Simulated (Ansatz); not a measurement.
We consider ScPd3 (model structure, started from the D022 type, I4/mmm, No. 139, 4 atoms in the cell), described by r²SCAN (Ansatz, a quantum-chemistry and plane-wave program, PAW).

Settings: plane-wave cutoff 560 eV, 20×20×20 k mesh, Fermi–Dirac smearing 0.05 eV, scalar-relativistic PAW data made under PBE.

Cell (relaxed at this level):

```yaml
crystal:
  lattice:
    - [-2.01344, 2.01344, 3.92330]
    - [2.01344, -2.01344, 3.92330]
    - [2.01344, 2.01344, -3.92330]
  atoms:
    - { symbol: Pd, position: [0.50000, 0.50000, 0.00000] }
    - { symbol: Pd, position: [0.75000, 0.25000, 0.50000] }
    - { symbol: Pd, position: [0.25000, 0.75000, 0.50000] }
    - { symbol: Sc, position: [0.00000, 0.00000, 0.00000] }
```

Q: Estimate the bulk modulus B0 that the calculation returns.

A: 
bulk modulus B0: 154 GPa

The run finds no gap.

Note: the bulk modulus is −V dP/dV from two relaxed cells at ±2 % in volume; the relaxation could raise the start's symmetry but not lower it, so the cell can be a saddle point.

Cost on a shared machine: roughly 26 core-minutes.

A model structure was made by putting elements into a prototype or built by hand; it is no filed structure, need not be a known phase, and can be a saddle point held by its symmetry.
